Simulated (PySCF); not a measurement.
PySCF 2.14.0, unrestricted B3LYP/def2-svp, df: Cu(F)(SH)(OH2)2 ([OH2]->[Cu](<-[OH2])([F])[SH]), charge 0, multiplicity 2, 10 atoms. The geometry is a generated start, not checked to be a minimum at this level.

- task = energy
- method = b3lyp
- basis = def2-svp
- two-electron scheme = density fitting
- mol.max_memory = 3000 MB
- mf.max_cycle = 100
- mf.conv_tol = 1e-09 (default)
- mf.grids.level = 3 (default)
- basis functions = 116
- grid points = 130992

```xyz
10

Cu     0.7269    -0.3160    -0.4298
F      1.9317    -1.4419     0.1075
S      0.9478     1.7334     0.5649
H      2.1936     1.5526     0.9503
O     -0.7076     0.3256    -1.7382
H     -0.6558     1.2906    -1.7195
H     -1.5292     0.0645    -1.3019
O     -1.1088    -0.9957     0.8408
H     -1.0456    -0.3763     1.5767
H     -0.7530    -1.8369     1.1492
```

Charge 0 and multiplicity 2 are set for this test and not shown to be the ground state.

With the defaults (mf.DIIS = CDIIS, mf.diis = true, mf.diis_damp = 0, mf.diis_space = 8, mf.init_guess = minao, mf.level_shift = 0, mf.damp = 0, mf.diis_start_cycle = 1) it converges in 21 Fock builds. One run each on 2 threads, 1 BLAS thread, with these changes:
- mf.init_guess = mod_huckel
- mf.diis = false
- mf.DIIS = EDIIS
- mf.init_guess = 1e
- mf.init_guess = sap
- mf.diis = false, mf.damp = 0.7, mf.diis_start_cycle = 999
- mf.level_shift = 0.3 Hartree
- mf.diis_damp = 0.3
- mf.diis_space = 5

**Question.** Name the settings that don't reach the solution of the defaults.

**Answer.** No convergence: mf.DIIS = EDIIS; mf.diis = false (the run ends without SCF convergence in 100 cycles). The rest reach the solution of the defaults.

```
setting                                                    Fock builds             end
---------------------------------------------------------  -----------  --------------
the defaults                                                        21   same solution
mf.diis_damp = 0.3                                                  21   same solution
mf.init_guess = sap                                                 23   same solution
mf.diis_space = 5                                                   24   same solution
mf.init_guess = mod_huckel                                          25   same solution
mf.level_shift = 0.3 Hartree                                        32   same solution
mf.init_guess = 1e                                                  34   same solution
mf.diis = false, mf.damp = 0.7, mf.diis_start_cycle = 999           66   same solution
mf.DIIS = EDIIS                                                    101  no convergence
mf.diis = false                                                    101  no convergence
```
